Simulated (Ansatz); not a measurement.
The parent structure is BAs (space group P4_2/mnm, No. 136; a = 5.889 Å, c = 3.389 Å; a hypothetical phase, not in the database extracts checked).

(Cell as relaxed with PBE.)

Levels (all Ansatz, an electronic-structure program, PAW): PBE (420 eV, no spin-orbit coupling); PBEsol (420 eV, no spin-orbit coupling).

Each level relaxes its own structure.

```csv
quantity,PBE,PBEsol
volume per atom,14.69 Å³,?
lattice parameter a,5.889 Å,?
lattice parameter c,3.389 Å,?
band gap,0.80 eV,?
gap character,"indirect, Γ → k = (0, 0, 0.300) in the run's primitive reciprocal basis",?
electron mass,"0.46 mₑ along k, 0.35 mₑ across",?
```

Question: What does PBEsol give?

Answer: 
- volume per atom, PBEsol: 14.32 Å³
- lattice parameter a, PBEsol: 5.837 Å
- lattice parameter c, PBEsol: 3.362 Å
- band gap, PBEsol: 0.61 eV
- gap character, PBEsol: indirect, Γ → k = (0, 0, 0.300) in the run's primitive reciprocal basis
- electron mass, PBEsol: 0.45 mₑ along k, 0.34 mₑ across

PBE's volume per atom lies 0.376 Å³ above PBEsol's (2.6 %); PBE's lattice parameter a lies 0.052 Å above PBEsol's (0.9 %); PBE's lattice parameter c lies 0.0277 Å above PBEsol's (0.8 %); PBE's band gap lies 0.19 eV above PBEsol's; the two agree on the gap character. Neither level is exact; PBEsol is the comparison here, not a measurement.

Effective masses come from finite differences of ±0.01 Å⁻¹. Along k means along the line from Γ to the band edge. No phonon test of stability was made.
